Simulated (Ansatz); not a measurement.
Functionals compared on a constructed model of the (100) surface of fcc Rh, a pseudomorphic layer of Pt in the host's stacking (bottom of the slab: a bare face, its two planes held), in Ansatz (plane waves, PAW). The structure was relaxed with PBE; the other rows are single points on it. Cutoff 420 eV (500 eV for r2SCAN).

Set-up: 7 atoms, 11.8 Å thick at the start; mesh 14x14x1; 0.1 eV smearing; dipole correction on; 2 atoms held, the rest relaxed; held to the start's symmetry, so lower structures may exist; no spin, no spin-orbit, no U. It is one candidate, not shown to be the stable structure of the face. These notes are the PBE run's.

```tsv
functional	work function of the top face (eV)	rough cost of the single point
PBE	5.53	–
RPBE	5.36	about 24 core-seconds (a rough figure)
r2SCAN	5.58	about 40 core-seconds (a rough figure)
```

Ansatz is a program for electronic structure.
